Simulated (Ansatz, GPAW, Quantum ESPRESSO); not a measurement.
One structure in several programs: ZrZnNi₄ (F-43m, 6 atoms in the cell)

Self-consistent single point, at a second geometry (lattice scaled by 0.98). First geometry:

```yaml
crystal:
  lattice:
    - [0.00000, 3.35467, 3.35467]
    - [3.35467, 0.00000, 3.35467]
    - [3.35467, 3.35467, 0.00000]
  atoms:
    - { symbol: Zr, position: [0.00000, 0.00000, 0.00000] }
    - { symbol: Zn, position: [0.75000, 0.75000, 0.75000] }
    - { symbol: Ni, position: [0.37592, 0.87224, 0.37592] }
    - { symbol: Ni, position: [0.37592, 0.37592, 0.37592] }
    - { symbol: Ni, position: [0.87224, 0.37592, 0.37592] }
    - { symbol: Ni, position: [0.37592, 0.37592, 0.87224] }
```

Shared settings, as Ansatz (a first-principles code) writes them: kpoints.mp_grid.grid = 9 9 9; scf.occupations.method = gaussian; scf.occupations.width = 0.136 eV. Potentials and cutoffs stand in the table.

| code | model | ΔF from the first geometry (meV/atom) | pressure (GPa) | largest force (eV/Å) | cutoff |
|---|---|---|---|---|---|
| Quantum ESPRESSO | PBEsol, PSlibrary PAW (PBE) pseudopotentials | 21.3 | 10.77 | 0.049 | 55 Ry |
| Ansatz | PBEsol, PAW files made with PBE | 18.0 | 10.48 | 0.037 | default |
| GPAW | PBEsol, GPAW PAW datasets PBEsol (made by gpaw-setup) | 25.2 | 12.43 | 0.064 | 850 eV |

For Quantum ESPRESSO (by 0.7 GPa) the energy change implies a higher mean pressure, against the two pressures, than for the other programs: a sign of finite-basis (Pulay) stress.

On Ansatz's run: spin polarisation is off.

The spread over the programs that give each value: ΔF from the first geometry within 7.2 meV/atom; pressure within 1.95 GPa; largest force within 0.027 eV/Å.

Ansatz's pressure is given at a fixed set of plane waves, as the other plane-wave codes print theirs; with its correction for the finite basis it is 10.56 GPa. In the pressure, GPAW (by 1.67) lies more than 1 GPa from the median of the plane-wave programs.

The starting cell comes from a database of computed structures (which also holds hypothetical and non-ambient phases and stackings), without a prior relaxation at this level. For this run, on top of that: lattice scaled by 0.98.

Left out of this page: FLEUR (not drawn, or without a comparable value); SIESTA (unsound by tests on forces, stress, charge or solver warnings).

Keys are those of Ansatz 0.2.
